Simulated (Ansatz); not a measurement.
A computed series for GaSb: pressure series

The parent structure is GaSb in the zinc blende structure (space group F-43m, No. 216; a = 6.1324 Å).

Cell and atoms are relaxed at each pressure.

Computed with Ansatz (an electronic-structure program) r2SCAN, spin-orbit coupling left out.

```json
[
 {"pressure (GPa)": "-2", "volume per atom (Å³/atom)": "30.061"},
 {"pressure (GPa)": "-1", "volume per atom (Å³/atom)": "29.410"},
 {"pressure (GPa)": "0", "volume per atom (Å³/atom)": "28.828"},
 {"pressure (GPa)": "0.3", "volume per atom (Å³/atom)": "?"},
 {"pressure (GPa)": "0.7", "volume per atom (Å³/atom)": "28.468"},
 {"pressure (GPa)": "1.5", "volume per atom (Å³/atom)": "28.085"},
 {"pressure (GPa)": "3", "volume per atom (Å³/atom)": "27.427"},
 {"pressure (GPa)": "5", "volume per atom (Å³/atom)": "26.668"},
 {"pressure (GPa)": "7.5", "volume per atom (Å³/atom)": "25.857"}
]
```

Task: Fit the third-order Birch–Murnaghan form P(V) = (3B₀/2)[(V₀/V)^(7/3) − (V₀/V)^(5/3)]·[1 + (3/4)(B₀′ − 4)((V₀/V)^(2/3) − 1)] (squares taken in P) to the rows shown and predict the withheld row.

Result: Least squares on the printed values gives V₀ = 28.836 Å³/atom, B₀ = 53.2 GPa, B₀′ = 4.7; this predicts 28.675 Å³/atom, and the run gives 28.672 Å³/atom, 0.003 lower.

Measured bulk modulus of GaSb: 57 GPa (temperature not stated; as listed in Cormac Toher et al., Physical Review Materials (2017)); the computed value is for a static lattice, so the two differ by thermal effects too.

Load acts through the strain it causes; cell and atoms are relaxed under it. No phonon test of stability was made. Tetrahedral semiconductors of this kind turn to denser phases somewhere between about 1 and 50 GPa; those were not computed, so compressed cells here can lie past the real transition.
